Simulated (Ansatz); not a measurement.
Structures of equal composition on the (111)B surface of zinc-blende GaAs (As plane on top): 2x2 As adatom at H3; 2x2 As adatom at T1; 2x2 As adatom at T4. The slabs share one bottom face, and each structure is named by its start. These are constructed structures in small cells; real faces may alloy, dewet or reconstruct in larger ones, and not all known structures of the face are among them. Slabs of about 14 Å, Fermi-Dirac smearing of 0.025 eV. Bottom of the slabs: H caps. Relaxed from the named starts with such symmetry as they have, on meshes of like density; energies extrapolated to zero smearing; spin only where a row says so; no spin-orbit coupling, no U. Brackets mark spin-polarised runs, whose order is one that fits the cell. Where a second, spin-polarised start was run, the lower counts.

These are PBE (plane waves to 420 eV, PAW; Ansatz, a first-principles code) values and carry that method's errors.

Task: Order them by energy per 1x1 cell (lowest first) at the level PBE.

Result: 2x2 As adatom at T4 (0.000 eV, gap 0.30 eV on the mesh), 2x2 As adatom at H3 (0.015 eV, no gap on the mesh), 2x2 As adatom at T1 (0.403 eV [spin, 0.5 μB a cell], no gap on the mesh)
